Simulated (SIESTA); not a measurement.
SIESTA run on VN (Fm-3m, 2 atoms in the cell): self-consistent single point.

Method: GGA PBE+U, numerical atomic orbitals TZP, PseudoDojo PBE standard norm-conserving potentials (rewritten from UPF to PSML) in SIESTA.

```
CELL_PARAMETERS angstrom
      0.00000     2.07000     2.07000
      2.07000     0.00000     2.07000
      2.07000     2.07000     0.00000
ATOMIC_POSITIONS crystal
  V  0.00000 0.00000 0.00000
  N  0.50000 0.50000 0.50000
```

Reference input (self-consistent single point, DFT, GGA PBE, numerical atomic orbitals TZP, PseudoDojo PBE standard norm-conserving potentials (rewritten from UPF to PSML)): XC.functional = GGA; XC.authors = PBE; potentials = PseudoDojo PBE standard; PAO.BasisSize = TZP; PAO.EnergyShift = 0.005 Ry; MeshCutoff = 350 Ry; kgrid.MonkhorstPack = 18 18 18; OccupationFunction = MP; OccupationMPOrder = 0; ElectronicTemperature = 1160.45 K; MaxSCFIterations = 150; SCF.Mixer.Method = Broyden. This run's input differs from it in these lines:

```diff
@@ -35,2 +35,11 @@
 ElectronicTemperature        1160.45 K
+DFTU.ProjectorGenerationMethod 2
+DFTU.CutoffNorm              0.9
+DFTU.FirstIteration          true
+%block DFTU.proj
+  V 1
+  n=3 2
+  5.00 0.00
+  0.00 0.00
+%endblock DFTU.proj
```

Log, with long lists cut:

```
        iscf     Eharris(eV)        E_KS(eV)     FreeEng(eV)     dDmax    Ef(eV) dHmax(eV)
   scf:    1    -2245.035521    -2277.878942    -2277.884496  1.441710 -3.363846 13.001999
   scf:    2    -2289.627794    -2287.151632    -2287.159441  0.372954 -4.972645  1.254305
   scf:    3    -2287.230806    -2287.205398    -2287.213029  0.033177 -5.152253  0.469611
   scf:    4    -2287.217517    -2287.204599    -2287.212190  0.032314 -5.293809  0.191973
   scf:    5    -2287.201109    -2287.216443    -2287.223696  0.017536 -5.399075  0.389963
   scf:    6    -2287.195944    -2287.198348    -2287.205705  0.012531 -5.331320  0.095221
   [... lines left out ...]
hubbard_term: recalculating local occupations   14
hubbard_term: maximum change in local occup.    0.000674
   scf:   20    -2286.811709    -2286.811711    -2286.819013  0.000099 -5.522873  0.001593
hubbard_term: recalculating local occupations   15
hubbard_term: maximum change in local occup.    0.000712
   scf:   21    -2286.811738    -2286.811739    -2286.819044  0.000084 -5.522463  0.001104
hubbard_term: recalculating local occupations   16
hubbard_term: maximum change in local occup.    0.000736
   scf:   22    -2286.811761    -2286.811762    -2286.819068  0.000056 -5.522154  0.000725
SCF Convergence by DM+H criterion
max |DM_out - DM_in|         :     0.0000557901
max |H_out - H_in|      (eV) :     0.0007253464
DFT+U population converged by dTol_pop criteria:
max |pop(DFT+U)_i - pop(DFT+U)_j|:     0.0007358007
SCF cycle converged after 22 iterations

Using DM_out to compute the final energy and forces
hubbard_term: recalculating local occupations   17
hubbard_term: maximum change in local occup.    0.000736
hubbard_term: recalculating Hamiltonian and forces

siesta: E_KS(eV) =            -2286.8124

siesta: E_KS - E_eggbox =     -2286.8124

siesta: Atomic forces (eV/Ang):
     1   -0.000000    0.000000   -0.000000
     2   -0.000000   -0.000000    0.000000
   Tot   -0.000000    0.000000    0.000000
   Max    0.000000
   Res    0.000000    sqrt( Sum f_i^2 / 3N )
   Max    0.000000    constrained

   [... lines left out ...]
siesta: FreeEng =     -2286.819700
   [... lines left out ...]
siesta:    -0.037851    0.000023    0.000023
siesta:     0.000023   -0.037851    0.000023
siesta:     0.000023    0.000023   -0.037851

siesta: Cell volume =         17.739486 Ang**3

siesta: Pressure (static):
siesta:                Solid            Molecule  Units
siesta:           0.00041225          0.00041225  Ry/Bohr**3
siesta:           0.03785081          0.03785081  eV/Ang**3
siesta:          60.64368715         60.64368714  kBar
```

The run converged in 22 iterations. Against the reference run the pressure goes from -4.88 to 6.06 GPa.

The starting cell has typed, rounded lattice constants, without a prior relaxation at this level. Spin polarisation is off, so a magnetic state, if there is one, cannot be reached. The U value is a test value, and with U on an open shell several self-consistent states can exist. Values carry the incompleteness of an atom-centred basis. With a pressure of about 6 GPa the cell is away from its equilibrium volume at this level.

Cost on one core of a shared machine: roughly 7 min.
